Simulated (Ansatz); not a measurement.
The starting structures come from a database of crystals and need not be the phases stable at ambient conditions.

By PBEsol, the system below comes out a metal.

A figure of merit of an interconnect metal is its ballistic conductance per area.

Here is the system:

```
CELL_PARAMETERS angstrom
      4.17213     0.00000     0.00000
     -2.08606     3.61317     0.00000
      0.00000     0.00000     2.64255
ATOMIC_POSITIONS crystal
  Li 0.33333 0.66667 0.50000
  Li 0.66667 0.33333 0.50000
  Pt 0.00000 0.00000 0.00000
```

Space group of this cell: P6/mmm. The cell is taken as given.

The current flows along the normal of the first two printed cell vectors, the (001) plane of the conventional cell. No spin-orbit coupling; the value is a mean over 0.1 eV about the Fermi level.

Task: State the ballistic conductance per area according to PBEsol (Ansatz, a program for electronic structure).

Result: 0.88 × 10¹⁵ S/m² for both spins.
